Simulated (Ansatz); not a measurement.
System: Cu-vacancy pair (Cu on one host Ru site, one Ru site vacant) in hcp Ru (neutral cell). The step: Cu and the vacancy change places (Cu-vacancy distance between ideal sites 2.72 Å throughout); the atom moves 2.68 Å along (-0.98, 0.00, 0.00) of the unit cell; the moving atom starts with neighbours 4 Ru at 2.67, 2 Ru at 2.67, 3 Ru at 2.75, 2 Ru at 2.76 Å and ends with 4 Ru at 2.67, 2 Ru at 2.67, 3 Ru at 2.75, 2 Ru at 2.76 Å. A PBE band in Ansatz (plane-wave PAW, a 2×2×2 k-point mesh shifted by half a step along c, 36 host sites, 39 SCF runs with any check of the saddle's order, static, no finite-size correction) gives a forward barrier of 1.08 eV. The program found a first-order saddle point. Forms of the defect that were not tried may lie lower. The start lies 0.11 eV above the lowest site run (PBE).

Single points at the band's start and saddle point can refine it. Rough cost of one point, in units of the band's mean SCF on the same machine:

| Level | Cost of one point |
|---|---|
| PBE, a 4×4×4 k-point mesh shifted by half a step along c | about 6 |
| r2SCAN at 500 eV, a 2×2×2 k-point mesh shifted by half a step along c | about 3 |

Question: Which of these move the barrier by more than 0.1 eV, and how far does each move it?

Answer: Not one does. PBE, a 4×4×4 k-point mesh shifted by half a step along c: -0.02 eV; r2SCAN at 500 eV, a 2×2×2 k-point mesh shifted by half a step along c: -0.03 eV. Each functional is compared with PBE at the same k-points.

Ansatz is a quantum-chemistry and plane-wave program.
